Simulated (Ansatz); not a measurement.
MgB2 under a change: B interstitial (started 1.75 Å from the nearest host atom), symmetric start

Consider a 12-atom supercell of MgB2 (space group P6/mmm, No. 191; a = 3.0632 Å, c = 3.4999 Å) at its relaxed geometry.

The change: a neutral B interstitial (started 1.75 Å from the nearest host atom), symmetric start, atoms relaxed at fixed cell.

The values are results of PBEsol, PAW, 420 eV (Ansatz, a program for electronic structure; no spin-orbit coupling), not measurements. Γ-centred 11×11×11 mesh, Fermi–Dirac width 0.05 eV.

```json
[
 {"quantity": "pressure", "base": "0.0 GPa", "changed": "13.1 GPa", "shift": "+13.1 GPa"},
 {"quantity": "largest displacement of a host atom from its site in the perfect cell", "base": "–", "changed": "0.01 Å", "shift": "–"},
 {"quantity": "final site of the added atom", "base": "–", "changed": "2 Mg at 1.75 Å and 6 B at 1.78 Å", "shift": "–"}
]
```

Final structure:

```yaml
crystal:
  lattice:
    - [6.12645, 0.00000, 0.00000]
    - [-3.06322, 5.30566, 0.00000]
    - [3.06322, 5.30566, 3.49987]
  atoms:
    - { symbol: Mg, position: [0.00000, 0.00000, 0.00000] }
    - { symbol: Mg, position: [0.00000, 0.50000, 0.00000] }
    - { symbol: Mg, position: [0.50000, 0.00000, 0.00000] }
    - { symbol: Mg, position: [0.50000, 0.50000, 0.00000] }
    - { symbol: B, position: [0.66452, 0.83226, 0.50000] }
    - { symbol: B, position: [0.66667, 0.33333, 0.50000] }
    - { symbol: B, position: [0.16774, 0.83226, 0.50000] }
    - { symbol: B, position: [0.16774, 0.33548, 0.50000] }
    - { symbol: B, position: [0.83226, 0.66452, 0.50000] }
    - { symbol: B, position: [0.83226, 0.16774, 0.50000] }
    - { symbol: B, position: [0.33333, 0.66667, 0.50000] }
    - { symbol: B, position: [0.33548, 0.16774, 0.50000] }
    - { symbol: B, position: [0.00000, 0.00000, 0.50000] }
```

The cell is small, so the values are those of an ordered compound at a high defect concentration; dilute-limit values will differ. The defect started on the symmetric site and kept its symmetry, so it may sit on a saddle. The final runs are not spin-polarised. The defect cell is not spin-polarised.
